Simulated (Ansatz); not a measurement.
Base system: a 16-atom supercell of PbS in the rock salt structure (space group Fm-3m, No. 225) at its relaxed geometry.

```yaml
crystal:
  lattice:
    - [0.00000, 5.90268, 5.90268]
    - [5.90268, 0.00000, 5.90268]
    - [5.90268, 5.90268, 0.00000]
  atoms:
    - { symbol: S, position: [0.00000, 0.00000, 0.00000] }
    - { symbol: S, position: [0.00000, 0.00000, 0.50000] }
    - { symbol: S, position: [0.00000, 0.50000, 0.00000] }
    - { symbol: S, position: [0.00000, 0.50000, 0.50000] }
    - { symbol: S, position: [0.50000, 0.00000, 0.00000] }
    - { symbol: S, position: [0.50000, 0.00000, 0.50000] }
    - { symbol: S, position: [0.50000, 0.50000, 0.00000] }
    - { symbol: S, position: [0.50000, 0.50000, 0.50000] }
    - { symbol: Pb, position: [0.25000, 0.25000, 0.25000] }
    - { symbol: Pb, position: [0.25000, 0.25000, 0.75000] }
    - { symbol: Pb, position: [0.25000, 0.75000, 0.25000] }
    - { symbol: Pb, position: [0.25000, 0.75000, 0.75000] }
    - { symbol: Pb, position: [0.75000, 0.25000, 0.25000] }
    - { symbol: Pb, position: [0.75000, 0.25000, 0.75000] }
    - { symbol: Pb, position: [0.75000, 0.75000, 0.25000] }
    - { symbol: Pb, position: [0.75000, 0.75000, 0.75000] }
```

All numbers come from Ansatz (a first-principles code), PBEsol, PAW, cutoff 420 eV, spin-orbit coupling left out.

Base values:

* **Mean distance from the defect site to its nearest host atoms**: 2.95 Å
* **Pressure**: 0.0 GPa

Modification: a neutral Pb on a S site (antisite), atoms relaxed at fixed cell, starting from a slightly rattled geometry.

Problem. Estimate the effect on the mean distance from the defect site to its nearest host atoms, pressure and largest displacement of a host atom from its site in the perfect cell.

Solution. The mean distance from the defect site to its nearest host atoms rises by 0.085 Å (2.95 Å → 3.04 Å); the pressure goes from zero to 1.5 GPa; the largest displacement of a host atom from its site in the perfect cell is 0.09 Å.

The magnetic state is the one reached from the starting moments; the real material's order can differ, and small cells can't hold many antiferromagnetic ones. The cell is small, so the values are those of an ordered compound at a high defect concentration; dilute-limit values will differ. A case with no gap was solved on a k-mesh chosen for an insulator, which is coarse for it. Seeded moments were not kept for Pb on a S site (antisite). The defect cell is spin-polarised and ends with 0.0 μB.
